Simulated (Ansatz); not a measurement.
Start from ZnO in the wurtzite structure (space group P6_3mc, No. 186).

```
CELL_PARAMETERS angstrom
      3.22975     0.00000     0.00000
     -1.61488     2.79705     0.00000
      0.00000     0.00000     5.21478
ATOMIC_POSITIONS crystal
  Zn 0.66667 0.33333 0.00204
  Zn 0.33333 0.66667 0.50204
  O  0.66667 0.33333 0.62316
  O  0.33333 0.66667 0.12316
```

Calculations: Kohn–Sham DFT with the PBEsol functional, run in Ansatz (a program for electronic structure) with PAW and 420 eV plane waves, no spin-orbit coupling.

One change was made to it. Results:

The volume per atom drops by 0.30 Å³ (11.78 Å³ → 11.48 Å³); the band gap changes from 0.70 eV to zero.

**Question.** Which change produced these results?
A) Zn → In
B) O → N
C) O → S
D) Zn → Ga

**Answer.** B, O → N. For comparison, the volume per atom in the other runs: Zn → Ga gives 13.26 Å³; O → S gives 19.23 Å³; Zn → In gives 17.06 Å³.

Whether these cells are dynamically stable was not tested. As relaxed here, ZnN and GaO are hypothetical phases, not in the database extracts checked. For InO in this form, whether it has been made was not checked. The final runs are not spin-polarised.
